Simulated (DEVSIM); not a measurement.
System: abrupt Si n-p junction, at 350 K.

| layer (left to right) | material | thickness (μm) | Nd (cm⁻³) | Na (cm⁻³) | τn (s) | τp (s) |
|---|---|---|---|---|---|---|
| 1 | Si | 0.350 | 1.2e16 | - | 2.7e-5 | 2.7e-5 |
| 2 | Si | 11.0 | - | 3.3e16 | 2.7e-5 | 2.7e-5 |

Left contact: ohmic. Right contact: ohmic. Voltage is applied to the left contact. Recombination: SRH at mid-gap, radiative. Mobility is μmin + (μ − μmin)/(1 + (N/Nref)^α).

This is a model device: material constants are rounded textbook-type values typed into the input, and sizes, dopings and lifetimes were drawn at random. Values at 300 K; Nc and Nv go as T^1.5, mobilities as T to minus their exponent, the gap by Varshni's rule with the affinity fixed.

```csv
parameter,Si
gap (eV),1.124
affinity (eV),4.05
permittivity,11.7
Nc (cm⁻³),2.86e19
Nv (cm⁻³),3.1e19
μn (cm²/Vs),1417
μp (cm²/Vs),470
"μn,min",52
"μp,min",45
"Nref,n",9.7e16
"Nref,p",2.2e17
αn,0.68
αp,0.72
T exponent of μn,2.3
T exponent of μp,2.2
B (cm³/s),4.7e-15
Varshni α (eV/K),0.000473
Varshni β (K),636
```

DEVSIM, 1D drift-diffusion, Boltzmann statistics, complete ionisation; no tunnelling, impact ionisation, image-force lowering or self-heating.

The doping Nd of layer 1 was swept, all else fixed.

```csv
doping Nd of layer 1 (cm^-3),dark forward voltage at 1 A/cm² (V),dark forward voltage at 100 A/cm² (V),largest field in the device at zero bias (V/cm),potential step across the device at zero bias (V)
3.6e14,0.273,0.542,17000,0.550
1.2e15,0.317,0.579,19000,0.586
3.6e15,0.370,0.611,25000,0.619
1.2e16,0.426,0.644,40000,0.656
3.6e16,0.468,0.669,58000,0.689
1.2e17,0.507,0.686,73000,0.725
3.6e17,0.532,0.693,82000,0.758
```

From the first row to the last the dark forward voltage at 1 A/cm² goes from 0.273 to 0.532. From the first row to the last the dark forward voltage at 100 A/cm² goes from 0.542 to 0.693.
